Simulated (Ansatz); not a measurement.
# Lattice thermal conductivity of fcc (Cu type) Sr

Method: the linearised phonon Boltzmann equation (three-phonon plus isotope scattering); DFT at the PBEsol level (Ansatz, an electronic-structure program); third-order constants from a 27-atom supercell out to 6.3 Å, harmonic mesh 6×6×6, k mesh 12×12×12, scattering mesh 15×15×15. Unless called populations, κ holds the coherence term between modes besides the Boltzmann populations. This is the lattice part alone, without phonon-electron scattering, which would lower it where carriers are present.

| T (K) | κ (W/m/K) | κ, relaxation time | coherences (mean) |
|---|---|---|---|
| 100 | 18 | 11 | 0.025 |
| 150 | 12 | 7.5 | 0.027 |
| 200 | 9.2 | 5.7 | 0.029 |
| 250 | 7.4 | 4.6 | 0.030 |
| 300 | 6.2 | 3.8 | 0.032 |
| 400 | 4.7 | 2.9 | 0.034 |
| 500 | 3.8 | 2.3 | 0.037 |
| 600 | 3.2 | 2.0 | 0.039 |
| 800 | 2.4 | 1.5 | 0.042 |

- highest phonon frequency: 3.2 THz
- exponent n of κ ∝ T⁻ⁿ above 300 K: 0.97

Supercell, cutoff and meshes were set by a common rule and not converged for this crystal in particular.

The crystal is held in this phase throughout; melting and phase transitions are not modelled.

The PAW data sets were generated under PBE and serve the other functionals too.
